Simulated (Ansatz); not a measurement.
# PbSe: response to strain

Base system: PbSe in the rock salt structure (space group Fm-3m, No. 225; a = 6.1016 Å). Axes: x, y, z lie along the cube axes.

Strains are applied to the cell and any free atomic positions relax; under biaxial strain the out-of-plane vector relaxes too.

All numbers come from PBEsol (Ansatz, an electronic-structure program), without spin-orbit coupling.

Notes on the quantities. energy relative to the base: free energy F.

```tsv
case	space group	band gap	volume per atom	energy relative to the base
base	Fm-3m (No. 225)	0.17 eV	28.39 Å³	0 meV/atom
biaxial strain −2.28 %, plane normal [001], relaxed out of plane	I4/mmm (No. 139)	zero	27.22 Å³	+15 meV/atom
biaxial strain −3.38 %, plane normal [111], relaxed out of plane	R-3m (No. 166)	zero	27.49 Å³	+16 meV/atom
isotropic strain +1.63 %	Fm-3m (No. 225)	0.32 eV	29.81 Å³	+11 meV/atom
tensor shear ε_yz = +3.96 %	Immm (No. 71)	zero	28.35 Å³	+9.7 meV/atom
```

The mesh was chosen for an insulator and is coarse for the gapless case. With Pb present, leaving out spin-orbit coupling can change the band edges. Whether these cells are dynamically stable was not tested. All final runs are without spin polarisation. Gaps under 0.05 eV, about the width of the smearing, are given as zero. A zero or small gap of PbSe can be the functional's error rather than a property of the material.
